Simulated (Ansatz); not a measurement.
# Si, pressure series

Start from Si (space group Cmcm, No. 63; a = 3.825 Å, b = 10.695 Å, c = 12.653 Å; a cell from a computed database, its experimental status unchecked).

Cell and atoms are relaxed at each pressure.

Calculations: PBEsol/PAW in Ansatz (a quantum-chemistry and plane-wave program), scalar-relativistic without spin-orbit coupling.

```csv
P (GPa),V (Å³/atom)
-2.00,22.138
-1.00,21.842
0.30,21.486
0.70,21.383
1.50,21.184
3.00,20.834
5.00,20.408
7.49,19.928
9.99,19.496
```

Q: Fit a third-order Birch–Murnaghan equation of state.

A: Least squares on P(V) = (3B₀/2)[(V₀/V)^(7/3) − (V₀/V)^(5/3)]·[1 + (3/4)(B₀′ − 4)((V₀/V)^(2/3) − 1)] gives V₀ = 21.57 Å³/atom, B₀ = 81 GPa and B₀′ = 4.0.

Between the base and pressure 7.5 GPa the gap moves from 0.39 eV to 0.24 eV, a mean slope of -21 meV/GPa.

Load acts through the strain it causes; cell and atoms are relaxed under it. Whether these cells are dynamically stable was not tested. No other phases were tried under pressure. This is not the structure that Si has at room temperature and ambient pressure. The zero or small gap of Si under pressure 5 GPa, Si under pressure 7.5 GPa and Si under pressure 10 GPa can change with the level of theory.
